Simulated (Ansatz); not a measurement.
The starting structures come from a database of crystals and need not be the phases stable at ambient conditions.

 Where the default PAW files enter, the runs use the earlier of Ansatz's two default sets.

Input:

```yaml
crystal:
  lattice:
    - [3.11844, 0.00000, 0.00000]
    - [-1.55922, 2.70065, 0.00000]
    - [1.55922, 0.90022, 6.33312]
  atoms:
    - { symbol: Ag, position: [0.00000, 0.00000, 0.00000] }
    - { symbol: Rh, position: [0.00000, 0.50000, 0.50000] }
    - { symbol: O, position: [0.22605, 0.11302, 0.66093] }
    - { symbol: O, position: [0.77395, 0.88698, 0.33907] }
```

Space group of this cell: R-3m. The cell is taken as given; by PBEsol its mean pressure is -10.1 GPa.

Transport runs along the normal of the first two printed cell vectors, the (001) plane of the conventional cell.

No gap correction and no spin-orbit coupling; mid-gap values are interpolated between computed energies.

**Question.** Predict the band gap and the smallest decay constant κ at mid-gap from PBEsol (Ansatz, a quantum-chemistry and plane-wave program).

**Answer.** Gap 0.36 eV on a 12×12×12 mesh; κ = 0.118 1/Å, at (0.333, 0.000) of the in-plane reciprocal vectors. At the zone centre, at the nearest computed energy, the slowest state has κ = 0.29 1/Å.
